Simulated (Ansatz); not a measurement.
The reference is Sn in the diamond structure (space group Fd-3m, No. 227; a = 6.540 Å; relaxed with 0.1 eV smearing).

The values are results of Kohn–Sham DFT with the PBEsol functional, run in Ansatz (a quantum-chemistry and plane-wave program) with PAW and 420 eV plane waves, no spin-orbit coupling, not measurements.

Strains are applied to the cell and any free atomic positions relax.

One change was made to it. Results:

```tsv
quantity	base	after
energy relative to the base (free energy F)	0 meV/atom	+1.0 meV/atom
pressure	0.0 GPa	-0.6 GPa
```

**Question.** Name the change that was made.
A) isotropic strain +2.50 %
B) isotropic strain +0.50 %
C) isotropic strain +1.50 %
D) isotropic strain −2.50 %

**Answer.** B, isotropic strain +0.50 %. For comparison, the energy relative to the base in the other runs: isotropic strain +1.50 % gives +8.6 meV/atom; isotropic strain +2.50 % gives +23 meV/atom; isotropic strain −2.50 % gives +28 meV/atom.

Stability against distortions was not tested.
